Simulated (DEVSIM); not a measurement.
System: abrupt Si n-p junction, at 300 K.

```
layer (left to right)  material  thickness (μm)  Nd (cm⁻³)  Na (cm⁻³)  τn (s)  τp (s)
---------------------  --------  --------------  ---------  ---------  ------  ------
1                            Si            11.0       1e18          -  1.4e-7  1.4e-7
2                            Si            2.00          -     4.5e15  1.4e-7  1.4e-7
```

Left contact: ohmic. Right contact: ohmic. Voltage is applied to the left contact. Recombination: SRH at mid-gap, Auger. Mobility is constant in doping.

This is a model device: material constants are rounded textbook-type values typed into the input, and sizes, dopings and lifetimes were drawn at random. Values at 300 K.

| parameter | Si |
|---|---|
| gap (eV) | 1.124 |
| affinity (eV) | 4.05 |
| permittivity | 11.7 |
| Nc (cm⁻³) | 2.86e19 |
| Nv (cm⁻³) | 3.1e19 |
| μn (cm²/Vs) | 1417 |
| μp (cm²/Vs) | 470 |
| Cn (cm⁶/s) | 2.8e-31 |
| Cp (cm⁶/s) | 9.9e-32 |

Simulated with DEVSIM: 1D drift-diffusion, Boltzmann statistics, complete ionisation; no tunnelling, impact ionisation, image-force lowering or self-heating.

The thickness of layer 2 was swept, all else fixed.

```json
[
 {"thickness of layer 2 (μm)": "0.4", "dark forward voltage at 100 A/cm² (V)": "0.610", "dark forward voltage at 1 A/cm² (V)": "0.475"},
 {"thickness of layer 2 (μm)": "0.7", "dark forward voltage at 100 A/cm² (V)": "0.633", "dark forward voltage at 1 A/cm² (V)": "0.505"},
 {"thickness of layer 2 (μm)": "1.2", "dark forward voltage at 100 A/cm² (V)": "0.651", "dark forward voltage at 1 A/cm² (V)": "0.524"},
 {"thickness of layer 2 (μm)": "2", "dark forward voltage at 100 A/cm² (V)": "0.670", "dark forward voltage at 1 A/cm² (V)": "0.540"},
 {"thickness of layer 2 (μm)": "3.4", "dark forward voltage at 100 A/cm² (V)": "0.687", "dark forward voltage at 1 A/cm² (V)": "0.555"},
 {"thickness of layer 2 (μm)": "6", "dark forward voltage at 100 A/cm² (V)": "0.708", "dark forward voltage at 1 A/cm² (V)": "0.570"},
 {"thickness of layer 2 (μm)": "10", "dark forward voltage at 100 A/cm² (V)": "0.729", "dark forward voltage at 1 A/cm² (V)": "0.583"}
]
```

From the first row to the last the dark forward voltage at 100 A/cm² goes from 0.610 to 0.729. From the first row to the last the dark forward voltage at 1 A/cm² goes from 0.475 to 0.583.
